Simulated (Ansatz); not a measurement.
Dopant-vacancy pairs in rock-salt TiN: the barrier for the dopant to change places with the neighbouring vacancy. These are PBE, PAW (plane waves to 420 eV; Ansatz, an electronic-structure program) values and carry that method's errors. Climbing-image NEB, static nuclei, no finite-size correction; this step alone does not carry the dopant far.

| Dopant | Hop (Å) | Neighbours at the saddle | Cell | Barrier (eV) |
|---|---|---|---|---|
| Cu, pair charge 0 | 1.80 | 2 N at 1.77 Å | 64 sites, 4×4×4 shifted, single points at the geometries of a band on a coarser mesh | 0.26 |
| La, pair charge 0 | 2.57 | 2 N at 2.10, 2 N at 2.60, 2 N at 2.60 Å | 64 sites, 4×4×4 shifted, single points at the geometries of a band on a coarser mesh | ___ |
| Mg, pair charge 0 | 2.84 | 2 N at 1.83 Å | 64 sites, 4×4×4 shifted, single points at the geometries of a band on a coarser mesh | 2.43 |
| O, pair charge 0 | 2.99 | 2 N at 2.37; 2 Ti at 1.85, Ti at 2.05, Ti at 2.29 Å | 64 sites, 4×4×4 shifted, single points at the geometries of a band on a coarser mesh | 2.38 |
| Si, pair charge 0 | 2.79 | 2 N at 1.67, N at 1.76 Å | 64 sites, 4×4×4 shifted, single points at the geometries of a band on a coarser mesh | 1.02 |
| Y, pair charge 0 | 2.83 | 2 N at 2.03, 4 N at 2.54 Å | 64 sites, 4×4×4 shifted, single points at the geometries of a band on a coarser mesh | 3.47 |

Q: Some entries are withheld; supply them.

A: 
- La, pair charge 0, Barrier (eV): 2.02
